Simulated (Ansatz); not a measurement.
Input:

Host crystal: wurtzite GaN, with a band gap (PBE, scalar-relativistic without spin-orbit coupling).

End structure of H on the 1x1 (10-10) surface of wurtzite GaN (cut with top plane Ga + N), one in a 2x1 cell, started at the site 'top N':

```
CELL_PARAMETERS angstrom
      6.43695     0.00000     0.00000
      0.00000     5.24310     0.00000
      0.00000     0.00000    28.50000
ATOMIC_POSITIONS crystal
  Ga 0.25000 0.02811 0.34683
  Ga 0.75000 0.02811 0.34683
  N  0.25000 0.37330 0.33765
  N  0.75000 0.37330 0.33765
  Ga 0.00000 0.49269 0.36591
  Ga 0.50000 0.49269 0.36591
  N  0.00000 0.86833 0.36879
  N  0.50000 0.86833 0.36879
  Ga 0.00000 0.00004 0.43656
  Ga 0.50000 0.00004 0.43656
  N  0.00000 0.37433 0.43473
  N  0.50000 0.37433 0.43473
  Ga 0.25000 0.49484 0.46645
  Ga 0.75000 0.49484 0.46645
  N  0.25000 0.87236 0.46737
  N  0.75000 0.87236 0.46737
  Ga 0.25000 0.99665 0.53309
  Ga 0.75000 0.99602 0.53335
  N  0.25000 0.37288 0.53239
  N  0.75000 0.37320 0.53261
  Ga 0.00190 0.49794 0.56416
  Ga 0.49810 0.49794 0.56416
  N  0.00168 0.87377 0.56557
  N  0.49832 0.87377 0.56557
  Ga 0.99303 0.99535 0.63215
  Ga 0.50697 0.99535 0.63215
  N  0.00122 0.36975 0.63076
  N  0.49878 0.36975 0.63076
  Ga 0.25000 0.48801 0.66600
  Ga 0.75000 0.52474 0.65268
  N  0.25000 0.87057 0.66240
  N  0.75000 0.87148 0.66279
  H  0.25000 0.93575 0.69635
```

Model: 33-atom slab, 9.4 Å thick at the start under the adsorbate (thin: gaps and levels are the slab's own), 3x4x1 mesh, Fermi-Dirac 0.01 eV, dipole correction, single point; on the structure that PBE left under its start's symmetry; spin-polarised, ending with about 1.0 μB a cell; orders that need a larger cell were not tried, no spin-orbit, no U, no dispersion correction. The program's check for a lower electronic state was not made. It is one chosen start, not shown to be the lowest state of the adsorbate.

A negative adsorption energy means that the adsorbate is more stable on the surface than in its reference.

What change of the step from the bottom to the top vacuum level, against the clean slab does r2SCAN, at the PBE geometry and the start's symmetry run with Ansatz (a program for electronic structure) give?

-0.10 eV

Give the adsorption energy against ½ H2(g) at the same level at the level r2SCAN, at the PBE geometry and the start's symmetry.

-0.67 eV
